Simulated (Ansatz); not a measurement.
CsCl-type NiAl was calculated with LDA (PAW; Ansatz, a program for electronic structure).

Run with plane-wave cutoff 520 eV, 22×22×22 k mesh, Fermi–Dirac smearing 0.075 eV (set by the program), no spin polarisation, scalar-relativistic PAW data made under PBE.

Computed at the level's own relaxed cell.

Hill averages of the elastic tensor: K = 186.0 GPa, G = 84.1 GPa. Volume 11.362 Å³/atom, mean atomic mass 42.837 u.

Work out the density, the sound velocities of a polycrystal and the elastic Debye temperature, and Pugh's ratio at this level.

ρ = 1.66054 × 42.837/11.362 = 6.261 g/cm³. v_l = √[(K + 4G/3)/ρ] = 6.901 km/s and v_t = √(G/ρ) = 3.665 km/s. The mean follows from 3/v_m³ = 1/v_l³ + 2/v_t³: v_m = 4.096 km/s. Θ_D = (ħ/k_B) v_m (6π²/V)^(1/3) = 76.38 K Å s/km × 4.096 × 1.7338 Å⁻¹ = 542 K, counting all atoms of the cell. K/G = 2.21, to be set beside Pugh's rough bound of 1.75 between brittle and ductile metals.
